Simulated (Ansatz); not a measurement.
Checking a run of Ansatz (an electronic-structure program) on Tl₂S (Pn-3m, 6 atoms in the cell). The aim is a self-consistent single point with DFT, PBE, plane waves, default PAW files.

Cell that was meant: a = 7.1267 Å, b = 7.1267 Å, c = 7.1267 Å, α = 90.00°, β = 90.00°, γ = 90.00°.

Part of the input:

Ansatz 0.2 input:
```yaml
    - { symbol: Tl, position: [0.250000, 0.250000, 0.750000] }
    - { symbol: S, position: [0.000000, 0.000000, 0.000000] }
    - { symbol: S, position: [0.500000, 0.500000, 0.500000] }
basis:
  ecutwfc: 40
kpoints:
  mp_grid: { grid: [3, 3, 3] }
hamiltonian:
```

Output, abridged:

```
   [... lines left out ...]
Symmetry: 48 space group operations
Space group: Pn-3m (ITA 224), of the structure as read, at distance tolerance 7.1e-5 Å
k-points: 4 of 27
Initial density: superposition of atomic densities (neutral atoms: chi_scale 0, normalization atom), corrected by the library's trained network
Initial wavefunctions: pseudopotential atomic-orbital guess
Eigensolver: davidson
Functional: x = pbe(κ = 0.804, μ = 0.2195149727645171), c = pbe(β = 0.06672455060314922)
SCF iter   1: F=—  HF=-46886.824728 eV  |F-HF|=—  |Δ(HF+E_count)|=         —  Δρ=5.49e-1  dr2=1.84e3  ethr=1.77e-3  ⟨swp⟩=8.0  Hψ=812  notcnv=0
all-band conjugate gradients solve this SCF's bands
preconditioner: auto → LDOS
SCF iter   2: F=—  HF=-46072.079290 eV  |F-HF|=—  |Δ(HF+E_count)|=    8.15e2  Δρ=1.16e-1  dr2=1.03e2  ethr=1.77e-3  ⟨swp⟩=9.2  Hψ=1333  notcnv=0  defer=1
   [... lines left out ...]
SCF iter  13: F=—  HF=-46030.695855 eV  |F-HF|=—  |Δ(HF+E_count)|=   7.07e-6  Δρ=3.82e-6  dr2=1.66e-7  ethr=1.47e-8  ⟨swp⟩=2.5  Hψ=299  notcnv=0  defer=1
SCF iter  14: F=—  HF=-46030.695855 eV  |F-HF|=—  |Δ(HF+E_count)|=   7.99e-9  Δρ=3.22e-6  dr2=1.21e-7  ethr=1.56e-10  ⟨swp⟩=4.5  Hψ=486  notcnv=0
SCF iter  15: F=-46030.695855 eV  HF=-46030.695855 eV  |F-HF|=2.03e-8  |Δ(HF+E_count)|=   1.59e-8  Δρ=1.44e-6  dr2=2.45e-8  ethr=1.56e-10  ⟨swp⟩=2.2  Hψ=333  notcnv=0
SCF 1 converged in 15 iterations: F = -46030.695855 eV  dr2 = 2.45e-8
Free energy (F): -46030.695855 eV
Internal energy: -46030.256164 eV  (E = F + TS)
E sigma→0 (E₀):  -46030.476010 eV
Entropy (-TS):   -0.439691 eV (-73.282 meV/atom)
Fermi energy:    1.816743 eV
--- Forces (eV/Å), atoms counted from 1 ---
  atom   1  Tl    -0.00000000     0.00000000    -0.00000000
   [... zero for the other atoms too ...]
--- Stress (GPa, compression-positive) ---
      -47.239967       0.000000       0.000000
        0.000000     -47.239967       0.000000
        0.000000       0.000000     -47.239967
  P = ⅓ Tr σ = -47.2400 GPa (-472.400 kbar)
  The stress holds the Pulay correction. Without it, at fixed plane waves, as pw.x and ABINIT print it: P = -219.8812 GPa
```

Q: Is anything amiss in this input, and did it matter?

A: The run is not sound. The fault is this: a cutoff meant in Ry typed as a bare number, read as eV. A bare number is read in the key's own unit, and eV, Ry (13.6 eV) and Ha (27.2 eV) lie far apart, so the setting ends up far from the one that was meant. To fix it, convert the value to the unit that the key expects. The run converged in 15 iterations without an error; against the sound input the free energy goes up by 258 eV/atom and the pressure goes from -1.23 to -47.24 GPa. At a fixed set of plane waves, without the program's Pulay estimate, the pressure is -219.88 GPa against -1.24 GPa.

The sound input it was made from differs as follows (other fixes are possible):
```diff
-basis:
-  ecutwfc: 40
```

With that input, the run converged in 8 iterations: free energy E − TS (on the zero of these files) -47579.7170 eV; gap on the k-point mesh 0.43 eV; pressure -1.23 GPa (DFT, PBE, plane waves, default PAW files).

On the sound input: the starting cell was generated: these elements placed on a structure prototype, without a prior relaxation; it need not be a known phase or ordering of this composition. Its lattice was rescaled by a random factor within 2.5 % of one. Spin-orbit coupling is off. Ansatz's pressure includes its estimate of the finite-basis (Pulay) stress.
